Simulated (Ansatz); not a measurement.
The parent structure is Pd in the fcc (Cu type) structure (space group Fm-3m, No. 225; relaxed with 0.1 eV smearing).

```xyz
1
Lattice="0.0000 1.9727 1.9727 1.9727 0.0000 1.9727 1.9727 1.9727 0.0000" Properties=species:S:1:pos:R:3 pbc="T T T"
Pd     0.0000     0.0000     0.0000
```

Calculations: PBE (Ansatz, a first-principles code; PAW; 420 eV plane waves; no SOC).

Strains are applied to the cell and any free atomic positions relax.

One change was made to it. Results:

```csv
quantity,base,after
energy relative to the base (free energy F),0 meV/atom,+31 meV/atom
band gap,zero,zero
pressure,0.0 GPa,11.9 GPa
```

### Question
What was done to the base?
A) isotropic strain −2.00 %
B) isotropic strain +2.00 %
C) isotropic strain +0.50 %
D) isotropic strain −2.50 %
E) isotropic strain +2.50 %

### Answer
A, isotropic strain −2.00 %. For comparison, the energy relative to the base in the other runs: isotropic strain +0.50 % gives +1.8 meV/atom; isotropic strain −2.50 % gives +50 meV/atom; isotropic strain +2.50 % gives +40 meV/atom; isotropic strain +2.00 % gives +26 meV/atom.

Stability against distortions was not tested. The final runs are not spin-polarised. Pd lies near a magnetic instability that expansion can trigger; it was not tested.
